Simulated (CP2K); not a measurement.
A self-consistent single point of TlBr (Fm-3m, 2 atoms in the cell) with CP2K.

Method: LDA (Pade form), GPW, DZVP-MOLOPT-SR-GTH basis, GTH-PADE potentials (GTH_POTENTIALS) in CP2K.

The change in words: lattice scaled by 0.98. Reference geometry:
```xyz
2
Lattice="4.7264 0.0000 0.0000 2.3632 4.0931 0.0000 2.3632 1.3644 3.8591" Properties=species:S:1:pos:R:3 pbc="T T T"
Tl     0.0000     0.0000     0.0000
Br     4.7264     2.7288     1.9295
```

Reference input (self-consistent single point, DFT LDA (Pade form), GPW, DZVP-MOLOPT-SR-GTH basis, GTH-PADE potentials (GTH_POTENTIALS)): CUTOFF = 500 Ry; REL_CUTOFF = 40 Ry; KPOINTS/SCHEME = MONKHORST-PACK 6 6 6; GAMMA_CENTERED = T; XC_FUNCTIONAL = PADE; Tl/BASIS_SET = DZVP-MOLOPT-SR-GTH; Tl/POTENTIAL = GTH-PADE-q13; Br/BASIS_SET = DZVP-MOLOPT-SR-GTH; Br/POTENTIAL = GTH-PADE-q7; METHOD = GPW; EPS_DEFAULT = 1e-10; NGRIDS = 5. This run's input differs from it in these lines:

```diff
@@ -60,5 +60,5 @@
     &CELL
-      A 4.72635800 0.00000000 0.00000000
-      B 2.36317900 4.09314600 0.00000000
-      C 2.36317900 1.36438200 3.85905500
+      A 4.63183100 0.00000000 0.00000000
+      B 2.31591500 4.01128300 0.00000000
+      C 2.31591500 1.33709400 3.78187400
       PERIODIC XYZ
```

The program printed (abridged):

```
 SCF WAVEFUNCTION OPTIMIZATION

  Step     Update method      Time    Convergence         Total energy    Change
     1 NoMix/Diag. 0.40E+00      -     0.28173771       -63.4709058750 -6.35E+01
     2 Broy./Diag. 0.40E+00      -     0.04594895       -63.4802573208 -9.35E-03
     3 Broy./Diag. 0.40E+00      -     0.06688943       -63.5154337990 -3.52E-02
     4 Broy./Diag. 0.40E+00      -     0.00628683       -63.5398577758 -2.44E-02
     5 Broy./Diag. 0.40E+00      -     0.00436094       -63.5157811028  2.41E-02
     6 Broy./Diag. 0.40E+00      -     0.00040452       -63.5188653775 -3.08E-03
   [... 3 lines left out ...]
    10 Broy./Diag. 0.40E+00      -     0.00000371       -63.5179037247 -7.86E-05
    11 Broy./Diag. 0.40E+00      -     0.00000056       -63.5179182727 -1.45E-05
    12 Broy./Diag. 0.40E+00      -     0.00000061       -63.5179141478  4.12E-06
    13 Broy./Diag. 0.40E+00      -     0.00000003       -63.5179127237  1.42E-06
  *** SCF run converged in    13 steps ***

  Overlap energy of the core charge distribution:               0.00000000000001
  Self energy of the core charge distribution:               -114.32532561163171
  Core Hamiltonian energy:                                     31.39838778821006
  Hartree energy:                                              28.49719957885285
  Exchange-correlation energy:                                 -9.08817447917633

  Total energy:                                               -63.51791272374513

                     Mulliken Population Analysis

 #  Atom  Element  Kind  Atomic population                           Net charge
       1     Tl       1         12.683038                              0.316962
       2     Br       2          7.316962                             -0.316962
   [... lines left out ...]

 STRESS| Analytical stress tensor [bar]
 STRESS|                        x                   y                   z
 STRESS|      x       -8.37691772769E+03   1.65202903574E+01   1.16816091170E+01
 STRESS|      y        1.65202903574E+01  -8.39583757847E+03   6.75110085843E+00
 STRESS|      z        1.16816091170E+01   6.75110085843E+00  -8.40069951602E+03
 STRESS| 1/3 Trace                                            -8.39115160739E+03
```

The run converged in 13 iterations. Against the reference run the free energy falls by 19.7 meV/atom, the pressure goes from -1.95 to -0.84 GPa and the gap on the mesh goes from 1.963 to 1.744 eV.

The starting cell comes from a database of computed structures (which also holds hypothetical and non-ambient phases and stackings), without a prior relaxation at this level. For this run, on top of that: lattice scaled by 0.98. Spin-orbit coupling is off. Values carry the incompleteness of an atom-centred basis.
